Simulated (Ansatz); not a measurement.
# Ansatz run on LuAg₄ (I4/m, 5 atoms in the cell): self-consistent single point

Method: LDA (PW92), default PAW files made with PBE (plane waves; Ansatz, an electronic-structure program).

Input as run:

Ansatz 0.2 input:
```yaml
crystal:
  lattice:
    - [-3.318788, 3.318788, 2.073908]
    - [3.318788, -3.318788, 2.073908]
    - [3.318788, 3.318788, -2.073908]
  atoms:
    - { symbol: Lu, position: [0.000000, 0.000000, 0.000000] }
    - { symbol: Ag, position: [0.598190, 0.802840, 0.401030] }
    - { symbol: Ag, position: [0.401810, 0.197160, 0.598970] }
    - { symbol: Ag, position: [0.802840, 0.401810, 0.204650] }
    - { symbol: Ag, position: [0.197160, 0.598190, 0.795350] }
basis:
  ecutwfc: 420.0
kpoints:
  mp_grid: { grid: [7, 7, 7] }
hamiltonian:
  xc: lda
  pseudopotentials: { kind: paw }
scf:
  occupations: { method: gaussian, width: 0.1 }
output:
  forces: true
  eigenvalues: true
  stress: true
```

Output (repeated stretches shortened):

```
WARN ansatz: RAYON_NUM_THREADS=1 ignored (pool sized by the plan → 1); use --threads N
Pseudopotentials: kind: paw
Pseudopotential: Lu, paw, valence charge 25
Pseudopotential: Ag, paw, valence charge 19
Crystal: 5 atoms, lattice volume = 91.371 Å³
Basis set: ecut = 420 eV, 1775 PW (Γ)
Bands: 61, of which v1, the nominal top of the filled ones, is band 51 counted from 1 (50 counted from 0)
Symmetry: 8 space group operations
Space group: I4/m (ITA 87), of the structure as read, at distance tolerance 4.5e-5 Å
k-points: 52 of 343
PAW frozen core: Lu, regenerated for the run's functional, and the local potential with it
PAW frozen core: Ag, regenerated for the run's functional, and the local potential with it
Initial density: superposition of atomic densities (neutral atoms: chi_scale 0, normalization atom), corrected by the library's trained network
Initial wavefunctions: pseudopotential atomic-orbital guess
Eigensolver: davidson
Functional: x = slater, c = lda
SCF iter   1: F=—  HF=-44326.831800 eV  |F-HF|=—  |Δ(HF+E_count)|=         —  Δρ=1.23e-2  dr2=1.27e-1  ethr=1.77e-3  ⟨swp⟩=5.5  Hψ=13698  notcnv=0  defer=9
all-band conjugate gradients solve this SCF's bands
preconditioner: auto → Kerker (q_TF=auto, 2.774 Å⁻¹)
SCF iter   2: F=—  HF=-44326.798015 eV  |F-HF|=—  |Δ(HF+E_count)|=   3.38e-2  Δρ=3.60e-3  dr2=6.42e-3  ethr=1.26e-4  ⟨swp⟩=2.8  Hψ=6572  notcnv=0  defer=110
SCF iter   3: F=—  HF=-44326.796077 eV  |F-HF|=—  |Δ(HF+E_count)|=   1.94e-3  Δρ=1.68e-3  dr2=1.13e-3  ethr=6.36e-6  ⟨swp⟩=2.2  Hψ=5454  notcnv=0  defer=110
SCF iter   4: F=—  HF=-44326.795949 eV  |F-HF|=—  |Δ(HF+E_count)|=   1.28e-4  Δρ=8.41e-4  dr2=4.19e-4  ethr=1.12e-6  ⟨swp⟩=3.0  Hψ=5855  notcnv=0  defer=110
SCF iter   5: F=—  HF=-44326.795674 eV  |F-HF|=—  |Δ(HF+E_count)|=   2.74e-4  Δρ=2.04e-4  dr2=5.42e-5  ethr=4.15e-7  ⟨swp⟩=3.0  Hψ=6666  notcnv=0  defer=110
SCF iter   6: F=—  HF=-44326.795665 eV  |F-HF|=—  |Δ(HF+E_count)|=   9.07e-6  Δρ=1.06e-4  dr2=1.03e-5  ethr=5.37e-8  ⟨swp⟩=2.0  Hψ=5538  notcnv=0  defer=110
SCF iter   7: F=—  HF=-44326.795662 eV  |F-HF|=—  |Δ(HF+E_count)|=   3.36e-6  Δρ=2.54e-5  dr2=6.93e-7  ethr=1.02e-8  ⟨swp⟩=2.2  Hψ=5718  notcnv=0  defer=110
SCF iter   8: F=-44326.795662 eV  HF=-44326.795662 eV  |F-HF|=5.64e-8  |Δ(HF+E_count)|=   2.10e-7  Δρ=7.81e-6  dr2=4.47e-8  ethr=9.90e-11  ⟨swp⟩=12.2  Hψ=21107  notcnv=0
SCF 1 converged in 8 iterations: F = -44326.795662 eV  dr2 = 4.47e-8
SCF converged after 8 iterations
Free energy (F): -44326.795662 eV
Harris-Foulkes:  -44326.795662 eV  (|F-HF|=5.64e-8)
Internal energy: -44326.785858 eV  (E = F + TS)
E sigma→0 (E₀):  -44326.790760 eV
Entropy (-TS):   -0.009804 eV (-1.961 meV/atom)
Fermi energy:    17.344461 eV
--- Per-component energies (eV) ---
  E_band       = -887.490591
  E_kinetic    = 2529.017751
  E_local      = -14963.032244  (includes V_loc(G=0)·N_el)
  E_nonlocal   = 929.003601
  E_hartree    = 6559.732960
  E_xc         = -953.529013
  E_vxc        = -1199.452122  (∫ρ·V_xc dr)
  E_paw        = -22213.761810  (= ΣΔE_a)
  E_vpaw       = -1302.516269  (= ΣTr[D̂ρ^β])
  E_aug_tail   = 0.001089  (compensation charges beyond the density's cutoff)
  E_ewald      = -16219.436056
  E_core_change = 5.217865  (= ΣΔE_core)
  E_smearing   = -0.009804  (= −TS)
  E_closure    = 0.000000  (closes the sum)
  Σ components = -44326.795662   (vs F -44326.795662, Δ=0.00e0)
--- Forces (eV/Å), atoms counted from 1 ---
  atom   1  Lu     0.00000000     0.00000000     0.00000000
  atom   2  Ag     0.04152048    -0.03923418     0.00000000
  atom   3  Ag    -0.04152048     0.03923418    -0.00000000
  atom   4  Ag     0.03923418     0.04152048     0.00000000
  atom   5  Ag    -0.03923418    -0.04152048     0.00000000
  max |Σ_I F_I| component: 1.39e-17 eV/Å
--- Stress (GPa, compression-positive) ---
       -5.206079      -0.000000       0.000000
        0.000000      -5.206079       0.000000
        0.000000       0.000000      -6.609376
  P = ⅓ Tr σ = -5.6738 GPa (-56.738 kbar)
  The stress holds the Pulay correction. Without it, at fixed plane waves, as pw.x and ABINIT print it: P = -5.7022 GPa
--- Band table (eV; the first three rows and the last of 52) ---
  k-point 0: bands = ["-74.9045", "-74.8922", "-74.8922", "-74.8919", "-39.0114", "-38.4798", "-38.4749", "-38.4729", "-38.4729", "-38.4510", "-38.4436", "-38.4436", "-38.3966", "-38.3936", "-38.3891", "-38.3433", "-38.3433", "-9.7467", "-9.7467", [...]
  k-point 1: bands = ["-74.9041", "-74.8932", "-74.8921", "-74.8914", "-39.0121", "-38.4828", "-38.4760", "-38.4716", "-38.4679", "-38.4579", "-38.4437", "-38.4357", "-38.3967", "-38.3922", "-38.3902", "-38.3465", "-38.3430", "-9.7482", "-9.7464", [...]
  k-point 2: bands = ["-74.9029", "-74.8947", "-74.8919", "-74.8912", "-39.0137", "-38.4870", "-38.4777", "-38.4668", "-38.4650", "-38.4616", "-38.4438", "-38.4254", "-38.3971", "-38.3932", "-38.3872", "-38.3551", "-38.3424", "-9.7514", "-9.7455", [...]
  k-point 51: bands = ["-74.8984", "-74.8957", "-74.8951", "-74.8916", "-39.0191", "-38.4856", "-38.4818", "-38.4690", "-38.4683", "-38.4506", "-38.4208", "-38.4176", "-38.4072", "-38.3992", "-38.3735", "-38.3699", "-38.3533", "-9.7517", "-9.7516", [...]
```

The run converged in 8 iterations.

The starting cell comes from a database of computed structures (which also holds hypothetical and non-ambient phases and stackings), without a prior relaxation at this level. Its lattice was rescaled by up to half a per cent. Spin-orbit coupling is off. With a pressure of about -6 GPa the cell is away from its equilibrium volume at this level. Ansatz's pressure includes its estimate of the finite-basis (Pulay) stress.
